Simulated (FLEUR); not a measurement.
**Energy against c/a at fixed volume: hcp Ru (space group 194) (FLEUR, LDA)**

```xyz
2
Lattice="2.7145 0.0000 0.0000 -1.3573 2.3508 0.0000 0.0000 0.0000 4.1156" Properties=species:S:1:pos:R:3 pbc="T T T"
Ru     1.3573     0.7836     3.0867
Ru     0.0000     1.5672     1.0289
```

Method of the run: LDA (Vosko-Wilk-Nusair), all-electron FLAPW (FLEUR), scalar-relativistic valence (FLEUR). Settings: Kmax = 4.1 1/bohr; GmaxXC = 12.3 1/bohr; xcFunctional = vwn; jspins = 1; l_soc = F; mode = hist; fermiSmearingEnergy = 0.00183747 Htr; mesh (inpgen div1-3) = 28 28 16; inpgen gamma flag = true; Gmax = 12.3 1/bohr; numbands = 0; maxIterBroyd = 15; imix = Anderson; alpha = 0.05; precondParam = 0; minDistance = 1e-05 me/bohr^3. The cell above is the first row's. The rows change c/a at fixed volume. In all rows fractional positions and the k mesh are held. E is the free energy at the stated smearing, counted from the lowest row.

```
c/a     E (meV/atom)
------  ------------
1.5162             ?
1.5320         12.67
1.5477          5.61
1.5635          1.35
1.5793          0.00
1.5951          1.51
1.6109          5.79
1.6267         12.80
1.6425         22.41
```

Taking a cubic for E over the 8 complete rows: With u = c/a - 1.59, the rows have u = -0.05800, -0.04230, -0.02650, -0.01070, 0.00510, 0.02090, 0.03670, 0.05250. Least squares gives E = 0.728 + 126.28·u + 5592.2·u² - 2410·u³. Residuals (row less fit): -0.016, 0.035, -0.004, -0.020, -0.007, 0.002, 0.025, -0.012; standard error 0.026 (degrees of freedom: 4). The fitted curve has its minimum at c/a = 1.58, where E = 0.02. To one more digit the minimum is at c/a = 1.579; the ideal close-packed ratio is 1.633.

Q: Predict the withheld E at c/a = 1.5162 from the fit, and compare with the calculation.

A: u = -0.07380, so E = 0.728 + 126.28 × (-0.07380) + 5592.2 × (-0.07380)² - 2410 × (-0.07380)³ = 22.835 meV/atom. The calculation gives 22.81 meV/atom, 0.025 meV/atom below the prediction (0.1 % of the range of E in the table). The row lies outside the fitted rows, so this is an extrapolation. From the scatter of the fitted rows alone, a prediction at this place has a standard error of 0.069 meV/atom, so the miss is 0.4 times that.

Carrying the step between the two nearest rows on in a straight line would have given 19.77, off by 3.04; series whose last step already gives the withheld value aren't shown. The reference cell has the volume at which an earlier scan in this program and functional put its minimum by a fit (its basis settings may differ); axis ratios and inner coordinates come from a measured-size cell. The runs keep the symmetry of the cell, so they don't test it for distortions. The best c/a moves a little with volume. Spin polarisation is off. Values depend on the basis (sphere radii, cutoffs, local orbitals), which need not be converged. In metals such curves are sensitive to mesh and smearing. Cutoffs and mesh are single choices, not tested for convergence of this quantity. Series with a scatter that would blur these digits, or in which a gap closes, are not shown. Strain series were run only where this level's volume lies within 10 % of a first guess from the measured size.
